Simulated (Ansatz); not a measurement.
## How far to go with the k-point mesh: a (100) slab of Li3YBi2 (cut from a parent of space group no. 164; 12 atoms in the cell)

```yaml
crystal:
  lattice:
    - [4.61481, 0.00000, 0.00000]
    - [0.00000, 7.28770, 0.00000]
    - [0.00000, 0.00000, 20.66090]
  atoms:
    - { symbol: Li, position: [0.25000, 0.35094, 0.33880] }
    - { symbol: Li, position: [0.25000, 0.64906, 0.46776] }
    - { symbol: Li, position: [0.75000, 0.50000, 0.40328] }
    - { symbol: Y, position: [0.75000, 0.00000, 0.40328] }
    - { symbol: Bi, position: [0.25000, 0.75259, 0.33880] }
    - { symbol: Bi, position: [0.25000, 0.24741, 0.46776] }
    - { symbol: Li, position: [0.75000, 0.35094, 0.53224] }
    - { symbol: Li, position: [0.75000, 0.64906, 0.66120] }
    - { symbol: Li, position: [0.25000, 0.50000, 0.59672] }
    - { symbol: Y, position: [0.25000, 0.00000, 0.59672] }
    - { symbol: Bi, position: [0.75000, 0.75259, 0.53224] }
    - { symbol: Bi, position: [0.75000, 0.24741, 0.66120] }
```

Method of the run: PBEsol, default PAW files made with PBE (plane waves; Ansatz, a program for electronic structure).

Base settings: basis.ecutwfc = 420 eV; kpoints.mp_grid.grid = 5 2 1; hamiltonian.xc = pbesol; hamiltonian.pseudopotentials = {kind: paw} (the program's default PAW files); scf.occupations.method = gaussian; scf.occupations.width = 0.1 eV.

Only quantities that move along the ladder and can be compared are tabulated.

The count of work is k-points × plane waves × bands × iterations; it is no time. Core times come from one kind of shared machine, to one figure; runs under 30 s give none.

The starting cell comes from a database of computed structures (which also holds hypothetical and non-ambient phases and stackings), without a prior relaxation at this level. The slab is cut from that crystal, and its faces are unrelaxed. Its lattice was rescaled by up to half a per cent. Without a gap this mesh is coarse (it stands for a supercell whose shortest in-plane vector is 15 Å).

```csv
kpoints.mp_grid.grid,free energy less the last step's (meV/atom),largest difference of a force vector from the last step's (eV/Å),count of work / last,core time / last (rough)
2 1 1,25.23,0.184,0.035,–
2 2 1,66.10,0.299,0.051,–
3 2 1,13.28,0.159,0.057,–
4 2 1,3.70,0.095,0.076,–
5 2 1,1.60,0.081,0.076,–
4 3 1,4.21,0.064,0.095,–
5 3 1,2.71,0.066,0.095,–
5 4 1,1.51,0.061,0.14,–
6 4 1,0.39,0.045,0.19,0.2
7 5 1,-0.24,0.032,0.19,0.2
8 6 1,-0.53,0.020,0.32,0.3
10 6 1,-0.33,0.006,0.38,0.4
12 7 1,-0.17,0.003,0.40,0.4
13 9 1,-0.13,0.006,0.50,0.5
16 10 1,-0.01,0.003,0.77,0.7
18 12 1,0.00,0.000,1.0,1
```

Coarsest kpoints.mp_grid.grid that holds the free energy within 5 meV/atom of the last step, with all finer ones: 4 2 1, at 0.076 of the last step's count of work; the step before is off by 13 meV/atom.

Keys are those of Ansatz 0.2.
